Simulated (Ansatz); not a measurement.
Free zigzag chain of Ru atoms

All values below come from PBE (plane waves to 420 eV, PAW; Ansatz, a program for electronic structure). Mesh 1×1×78. Collinear spin, started with parallel moments, and moments remain. Periodic along z alone, with about 11 Å of vacuum beside it. A hypothetical model. Only distortions within the start's symmetry and period were free. Pairing along the axis, which can open a gap, is among the distortions not tried. No Hubbard term is applied. Fermi–Dirac width 0.02 eV.

```
Property                                        Value
-------------------------------  --------------------
period along the axis (2 atoms)               3.627 Å
net spin moment                      1.51 μB a period
PBE gap                          none (under 0.01 eV)
```

```
CELL_PARAMETERS angstrom
     12.50000     0.00000     0.00000
      0.00000    11.00000     0.00000
      0.00000     0.00000     3.62684
ATOMIC_POSITIONS crystal
  Ru 0.44974 0.50000 0.00000
  Ru 0.55026 0.50000 0.50000
```
